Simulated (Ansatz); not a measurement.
PbTe: uniaxial strain ε_zz = +1.00 %

Start from PbTe in the rock salt structure (space group Fm-3m, No. 225; a = 6.534 Å). Axes: x, y, z lie along the cube axes.

Now apply this change: uniaxial strain ε_zz = +1.00 %, all other strain components held at zero; the atoms relax in the strained cell.

Computed with plane-wave PAW DFT at the r2SCAN level (Ansatz, a program for electronic structure, 500 eV), no spin-orbit coupling. k-mesh 9×9×9 (Γ-centred); smearing 0.05 eV (Fermi–Dirac).

```csv
quantity,base,changed,shift
volume per atom,34.87 Å³,35.22 Å³,+0.35 Å³
space group,Fm-3m (No. 225),I4/mmm (No. 139),–
shortest interatomic distance,3.267 Å,3.267 Å,0.000 Å
energy relative to the base (free energy F),0 meV/atom,+1.2 meV/atom,+1.2 meV/atom
"pressure (mean of the normal stresses, compression positive)",0.0 kbar,-3.9 kbar,-3.98 kbar
band gap,1.09 eV,1.10 eV,+0.01 eV
gap character,–,direct at N,–
"stress (xx, yy, zz, yz, xz, xy; compression positive)",–,"(-0.06, -0.06, -1.07, 0.00, 0.00, 0.00) GPa",–
```

Final structure:

```yaml
crystal:
  lattice:
    - [0.00000, 3.26715, 3.29982]
    - [3.26715, 0.00000, 3.29982]
    - [3.26715, 3.26715, 0.00000]
  atoms:
    - { symbol: Te, position: [0.50000, 0.50000, 0.50000] }
    - { symbol: Pb, position: [0.00000, 0.00000, 0.00000] }
```

With Pb and Te present, leaving out spin-orbit coupling can change the band edges. Whether these cells are dynamically stable was not tested. k-point labels follow each cell's own Brillouin zone.
